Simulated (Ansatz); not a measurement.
Input:

```yaml
crystal:
  lattice:
    - [3.38018, 0.00000, 0.00000]
    - [1.69009, 2.92732, 0.00000]
    - [0.00000, 0.00000, 4.94141]
  atoms:
    - { symbol: Zn, position: [0.66667, 0.66667, 0.01555] }
    - { symbol: Zn, position: [0.33333, 0.33333, 0.51555] }
    - { symbol: O, position: [0.66667, 0.66667, 0.60965] }
    - { symbol: O, position: [0.33333, 0.33333, 0.10965] }
```

No spin polarisation.

The values are results of DFT with r2SCAN, PAW potentials and a 500 eV plane-wave cutoff in Ansatz (an electronic-structure program), no spin-orbit coupling, earlier PAW set, not measurements. Settings: 12×12×7 k-points, 0.05 eV Fermi–Dirac smearing.

Problem. Predict the electron mass, gap character and pressure.

Solution. 
* **Electron mass**: 0.20 mₑ out of plane, 0.18 mₑ in plane (at Γ)
* **Gap character**: direct at Γ
* **Pressure (mean of the normal stresses, compression positive)**: -5.72 GPa

The cells carry an imposed strain or load. Masses are band curvatures over ±0.01 Å⁻¹ around the edge. No phonon test of stability was made. The cell was made from ZnO in the wurtzite structure (space group P6_3mc, No. 186) by this change: biaxial strain +4.48 %, plane normal [001], relaxed out of plane.
